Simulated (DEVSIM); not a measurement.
Device: Cr/Al2O3/SiO2/p-Si capacitor, at 500 K.

```csv
layer (left to right),material,thickness (nm),Na (cm⁻³)
1,Al2O3,17.0,-
2,SiO2,1.50,-
3,Si,610,9e17
```

Metal gate on the left, work function 4.5 eV. Fixed charge at the semiconductor interface -2.2e10 cm⁻² (in units of +e); no interface traps.

This is a model device: material constants are rounded textbook-type values typed into the input, and sizes, dopings and lifetimes were drawn at random. Values at 300 K; Nc and Nv go as T^1.5, mobilities as T to minus their exponent, the gap by Varshni's rule with the affinity fixed.

| parameter | Al2O3 | SiO2 | Si |
|---|---|---|---|
| gap (eV) | 6.8 | 9 | 1.124 |
| affinity (eV) | 1.35 | 0.9 | 4.05 |
| permittivity | 9 | 3.9 | 11.7 |
| Nc (cm⁻³) | - | - | 2.86e19 |
| Nv (cm⁻³) | - | - | 3.1e19 |
| Varshni α (eV/K) | - | - | 0.000473 |
| Varshni β (K) | - | - | 636 |

Simulated with DEVSIM: 1D Poisson equation in equilibrium, Boltzmann statistics, complete ionisation; no quantum confinement or tunnelling. Metal contacts follow the ideal Schottky-Mott rule: no Fermi-level pinning, no interface dipoles.

Problem. Tabulate band edges, carrier densities and field at 0.6 V on the gate.

Solution. Energies count from the Fermi level of the right contact; mesh points crowd at the junctions.

| x (μm) | Ec (eV) | Ev (eV) | n (cm⁻³) | p (cm⁻³) | field (V/cm) |
|---|---|---|---|---|---|
| 0.000 | 2.550 | -4.250 | < 1e2 | < 1e2 | 350000 |
| 0.001216 | 2.593 | -4.207 | < 1e2 | < 1e2 | 350000 |
| 0.003672 | 2.680 | -4.120 | < 1e2 | < 1e2 | 350000 |
| 0.008194 | 2.841 | -3.959 | < 1e2 | < 1e2 | 350000 |
| 0.01400 | 3.047 | -3.753 | < 1e2 | < 1e2 | 350000 |
| 0.01613 | 3.123 | -3.678 | < 1e2 | < 1e2 | 350000 |
| 0.01716 | 3.616 | -5.384 | < 1e2 | < 1e2 | 820000 |
| 0.01802 | 3.688 | -5.312 | < 1e2 | < 1e2 | 820000 |
| 0.01886 | 0.586 | -0.480 | 7.7e13 | 9.7e14 | 260000 |
| 0.02065 | 0.631 | -0.435 | 2.7e13 | 2.8e15 | 240000 |
| 0.02431 | 0.709 | -0.356 | 4.4e12 | 1.7e16 | 190000 |
| 0.03654 | 0.848 | -0.217 | 1.7e11 | 4.3e17 | 51000 |
| 0.05910 | 0.879 | -0.186 | 8.4e10 | 8.9e17 | 1100 |
| 0.1051 | 0.880 | -0.186 | 8.3e10 | 9.0e17 | ≈ 0 |
| 0.2591 | 0.880 | -0.186 | 8.3e10 | 9.0e17 | ≈ 0 |
| 0.4452 | 0.880 | -0.186 | 8.3e10 | 9.0e17 | ≈ 0 |
| 0.5448 | 0.880 | -0.186 | 8.3e10 | 9.0e17 | ≈ 0 |
| 0.5893 | 0.880 | -0.186 | 8.3e10 | 9.0e17 | ≈ 0 |
| 0.6150 | 0.880 | -0.186 | 8.3e10 | 9.0e17 | ≈ 0 |
| 0.6229 | 0.880 | -0.186 | 8.3e10 | 9.0e17 | ≈ 0 |
| 0.6265 | 0.880 | -0.186 | 8.3e10 | 9.0e17 | ≈ 0 |
| 0.6285 | 0.880 | -0.186 | 8.3e10 | 9.0e17 | ≈ 0 |
